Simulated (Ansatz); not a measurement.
Consider PbSe in the rock salt structure (space group Fm-3m, No. 225; a = 6.1777 Å). Axes: x, y, z lie along the cube axes.

Calculations: r2SCAN (Ansatz, an electronic-structure program; PAW; 500 eV plane waves; no SOC), earlier PAW set.

Base values:

- Valley order: L along ⟨111⟩ 0.67 eV; a point along ⟨110⟩, about 0.6 Å⁻¹ from Γ 1.47 eV

Perturbation: uniaxial stress, 1 GPa compression along x; all other stress components relax to zero.

Problem. Predict the new energy relative to the base, valley order and strain response.

Solution. The energy grows by 0.7 meV/atom; the valley order (the lowest conduction-band minima on the path, energy above the VBM, named in the base's zone) goes from L along ⟨111⟩ 0.67 eV; a point along ⟨110⟩, about 0.6 Å⁻¹ from Γ 1.47 eV to L along [1-1-1] 0.65 eV; a point along [011], about 0.6 Å⁻¹ from Γ 1.45 eV; the strain response (xx, yy, zz) comes out as (−0.76, +0.07, +0.07) %.

With Pb present, leaving out spin-orbit coupling can change the band edges. The levels and masses belong to the bands next to the band gap. Beyond what the load breaks, stability against distortions was not tested.
